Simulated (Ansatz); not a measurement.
## Effect of strain tensor (xx, yy, zz, yz, xz, xy) = (−0.01, −1.55, −0.72, +0.52, −0.17, +0.43) % on GaN

Take GaN in the wurtzite structure (space group P6_3mc, No. 186; a = 3.183 Å, c = 5.184 Å) as the base. Axes: x lies along a and z along c of the hexagonal cell.

It is then changed as follows: the symmetric strain tensor [-0.0001 0.0043 -0.0017; 0.0043 -0.0155 0.0052; -0.0017 0.0052 -0.0072]; the atoms relax in the strained cell.

Calculations: r2SCAN/PAW in Ansatz (an electronic-structure program), without spin-orbit coupling, earlier PAW set. k-mesh 12×12×7 (Γ-centred); smearing 0.05 eV (Fermi–Dirac).

| quantity | base | changed | shift |
|---|---|---|---|
| space group | P6_3mc (No. 186) | P1 (No. 1) | – |
| shortest interatomic distance | 1.946 Å | 1.927 Å | -0.019 Å |
| energy relative to the base (free energy F) | 0 meV/atom | +5.4 meV/atom | +5.4 meV/atom |
| pressure (mean of the normal stresses, compression positive) | 0.00 GPa | 4.72 GPa | +4.72 GPa |
| band gap | 2.35 eV | 2.44 eV | +0.09 eV |
| gap character | direct at Γ | direct at Γ | – |
| electron mass | 0.17 mₑ along c, 0.19 mₑ across (at Γ) | 0.18 mₑ along z, 0.20 mₑ across (at Γ) | – |
| valence-band top at Γ (three highest levels, from the VBM) | 0.00, 0.00, -0.04 eV | 0.00, -0.11, -0.12 eV | – |
| largest internal atomic displacement | – | 0.012 Å | – |
| stress (xx, yy, zz, yz, xz, xy; compression positive) | – | (3.02, 6.54, 4.59, -1.00, 0.33, -1.02) GPa | – |

Final structure:

```
CELL_PARAMETERS angstrom
      3.18298     0.01353    -0.00541
     -1.57977     2.70732     0.01704
     -0.00881     0.02696     5.14655
ATOMIC_POSITIONS crystal
  Ga 0.66783 0.33517 0.00090
  Ga 0.33255 0.66655 0.50090
  N  0.66951 0.33567 0.62428
  N  0.33011 0.66261 0.12432
```

Cost of the whole job for the changed cell (relaxation, final SCF and bands): about 9 core-minutes (a rough figure).

Masses are band curvatures over ±0.01 Å⁻¹ around the edge. Whether these cells are dynamically stable was not tested. Labels are those of the standard path for the cell's own space group.
